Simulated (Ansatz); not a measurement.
Start from AlN (space group P6_3/mmc, No. 194; a = 3.3016 Å, c = 4.1410 Å; a cell from a computed database, its experimental status unchecked). Axes: x lies along a and z along c of the hexagonal cell.

Now apply this change: uniaxial stress, 0.5 GPa compression along z, with the cell and atoms free to relax against it.

Levels (all Ansatz, a quantum-chemistry and plane-wave program, PAW): PBEsol (420 eV, scalar-relativistic without spin-orbit coupling); r2SCAN (500 eV, without spin-orbit coupling); HSE06 (420 eV, no SOC).

At the geometry relaxed with PBEsol, these levels gave the following band gaps, in shuffled order: (a) 4.71 eV, (b) 4.00 eV, (c) 3.34 eV.

Question: Match each gap to its level.

Answer: (a) HSE06; (b) r2SCAN; (c) PBEsol.

Single points use the geometry relaxed with PBEsol. Load acts through the strain it causes; cell and atoms are relaxed under it. Beyond what the load breaks, stability against distortions was not tested. This is not the structure that AlN has at room temperature and ambient pressure.
